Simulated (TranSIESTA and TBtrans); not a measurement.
## Al chain with one bond stretched by 0.6 Å

Junction: Al chain with one bond stretched by 0.6 Å. Leads: straight Al chain, spacing 2.597 Å. Geometry: as built, not relaxed.

Computed with TranSIESTA and TBtrans, PBE, DZP numerical orbitals (energy shift 0.15 eV), PseudoDojo norm-conserving scalar-relativistic potentials, mesh cutoff 200 Ry, 300 K, no spin polarisation, no spin-orbit coupling; self-consistent non-equilibrium Green functions.

- Conductance at 300 K (G0 = 2e²/h) = 2.05
- Thermopower (μV/K) = -6.8
- Mean T from −0.5 to 0.5 eV = 1.35

Energies count from the leads' Fermi level. Transmissions are for one spin of a degenerate pair. The energy step is 0.01 eV; narrower resonances are cut or missed.

```
E (eV)     T  lead channels
------  ----  -------------
-2.00   0.79              1
-1.80   0.80              1
-1.60   0.79              1
-1.40   0.43              1
-1.20      0              0
-1.00      0              0
-0.80      0              0
-0.60      0              0
-0.40      0              0
-0.20   0.61              3
0.00    2.08              3
0.20    2.06              3
0.40    1.94              3
0.60    1.91              3
0.80    1.95              3
1.00    2.02              3
1.20    2.10              3
1.40    2.17              3
1.60    2.22              3
1.80    2.25              3
2.00    2.27              3
```

The straight chain is held at its spacing; free chains may zigzag or dimerise. No spin-polarised start was tried, so a magnetic state, if there is one, is missed.
